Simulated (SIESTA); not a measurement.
Input and output of a self-consistent single point for HfNi (P1, 4 atoms in the cell) (SIESTA).

Level of theory: LDA PW92, numerical atomic orbitals DZP, PseudoDojo LDA standard norm-conserving potentials (rewritten from UPF to PSML) (SIESTA).

```
HfNi
1.0
    1.60093    -4.91694     0.00000
    1.60093     4.91694     0.00000
    0.00000     0.00000     4.03489
Hf Ni
2 2
Cartesian
  1.59994  -3.53927   3.00684
  1.61384   3.52003   1.00539
  1.57779  -0.82520   3.05023
  1.61216   0.84443   1.00732
```

Reference input (self-consistent single point, DFT, GGA PBEsol, numerical atomic orbitals DZP, PseudoDojo PBEsol standard norm-conserving potentials (rewritten from UPF to PSML)): XC.functional = GGA; XC.authors = PBEsol; potentials = PseudoDojo PBEsol standard; PAO.BasisSize = DZP; PAO.EnergyShift = 0.01 Ry; MeshCutoff = 400 Ry; kgrid.MonkhorstPack = 6 6 5; OccupationFunction = FD; ElectronicTemperature = 1160.45 K; MaxSCFIterations = 150; SCF.Mixer.Method = Pulay; SCF.Mixer.Weight = 0.25. This run's input differs from it in these lines:

```diff
@@ -1,2 +1,2 @@
-# files in the folder: Hf.psml Ni.psml (PseudoDojo PBEsol standard)
+# files in the folder: Hf.psml Ni.psml (PseudoDojo LDA standard)
 SystemName  HfNi
@@ -24,4 +24,4 @@
 
-XC.functional                GGA
-XC.authors                   PBEsol
+XC.functional                LDA
+XC.authors                   PW92
 PAO.BasisSize                DZP
```

Output (repeated stretches shortened):

```
        iscf     Eharris(eV)        E_KS(eV)     FreeEng(eV)     dDmax    Ef(eV) dHmax(eV)
   scf:    1   -12088.720488   -12160.712446   -12160.790780  1.364342 -2.425300 28.993049
   scf:    2   -12061.912836   -12165.301198   -12165.378525  1.145754 -3.638087 24.899148
   scf:    3   -12205.698621   -12192.282697   -12192.358747  0.390939 -3.517514  5.428014
   scf:    4   -12157.649252   -12184.590373   -12184.668107  0.286107 -3.324782 15.410288
   scf:    5   -12187.818825   -12193.837970   -12193.921007  0.310629 -3.711323  5.065142
   [... 4 lines left out ...]
   scf:   10   -12194.720857   -12194.720831   -12194.803912  0.003807 -3.682753  0.013441
   scf:   11   -12194.720839   -12194.720839   -12194.803918  0.000269 -3.682931  0.005019
   scf:   12   -12194.720845   -12194.720843   -12194.803917  0.000147 -3.683346  0.005068
   scf:   13   -12194.720844   -12194.720844   -12194.803918  0.000081 -3.683479  0.000203
SCF Convergence by DM+H criterion
max |DM_out - DM_in|         :     0.0000810539
max |H_out - H_in|      (eV) :     0.0002027342
SCF cycle converged after 13 iterations

Using DM_out to compute the final energy and forces

siesta: E_KS(eV) =           -12194.7208

siesta: E_KS - E_eggbox =    -12194.7208

siesta: Atomic forces (eV/Ang):
     1    0.006734   -0.127331    0.129779
     2   -0.098833    0.238128    0.038185
     3    0.132617    0.046907   -0.174282
     4   -0.042604   -0.157872    0.007351
   Tot   -0.002086   -0.000169    0.001033
   Max    0.238128
   Res    0.121788    sqrt( Sum f_i^2 / 3N )
   Max    0.238128    constrained

Stress tensor Voigt[x,y,z,yz,xz,xy] (kbar):      109.81      119.33      134.97       -0.76        0.25        0.24
(Free)E + p*V (eV/cell)   -12199.6160
   [... lines left out ...]
siesta: FreeEng =    -12194.803918
   [... lines left out ...]
siesta:     0.068541    0.000150    0.000153
siesta:     0.000150    0.074478   -0.000477
siesta:     0.000153   -0.000477    0.084242

siesta: Cell volume =         63.522700 Ang**3

siesta: Pressure (static):
siesta:                Solid            Molecule  Units
siesta:          -0.00082506         -0.00088304  Ry/Bohr**3
siesta:          -0.07575373         -0.08107657  eV/Ang**3
siesta:        -121.37084835       -129.89897806  kBar
```

The run converged in 13 iterations. Against the reference run the pressure goes from -6.20 to -12.14 GPa and the largest force hardly changes (0.264 to 0.261 eV/Å).

The starting cell comes from a database of computed structures (which also holds hypothetical and non-ambient phases and stackings), without a prior relaxation at this level. Its atoms were displaced at random from the sites of space group no. 63. Spin polarisation is off. Values carry the incompleteness of an atom-centred basis. With a pressure of about -12 GPa the cell is away from its equilibrium volume at this level.

Cost on one core of a shared machine: roughly 30 s.
